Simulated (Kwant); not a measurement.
Computed with Kwant: effective-mass tight-binding model on a square grid, one spin, coherent transport at 0 K. Conductance is in e²/h.

System: quantum point contact (saddle potential) in a In0.53Ga0.47As two-dimensional gas. Effective mass 0.041 mₑ, grid spacing 15 nm, hard walls, nominal width 300 nm (19 grid rows, so walls 300 nm apart), one parabolic valley, scattering region 900 nm long along x; energies count from the band bottom; Fermi energy 0.00185 eV. Potential (V0 + ½k y²) cos²(πx/L) for |x| < L/2, with V0 swept from 0.0019425 to 0 eV, k = 2.8e-07 eV/nm², L = 410 nm.

The device is made up for the run: typed textbook-type constants, with dimensions and the other settings drawn at random.

Sweep values stay those of the base run.

One input was changed, with this effect: G at V0 = 1.464 meV 0.58 → 0.48 e²/h; mean G over the sweep 1.22 → 1.09 e²/h; G at V0 = 0.9853 meV 1.09 → 1.03 e²/h; G at V0 = 0.5067 meV 1.97 → 1.83 e²/h.

Problem. Which change was it?
(A) effective mass 0.041 → 0.033 mₑ
(B) Fermi energy 0.00185 → 0.0016 eV
(C) magnetic field 0 → 0.11 T

Solution. A, effective mass 0.041 → 0.033 mₑ
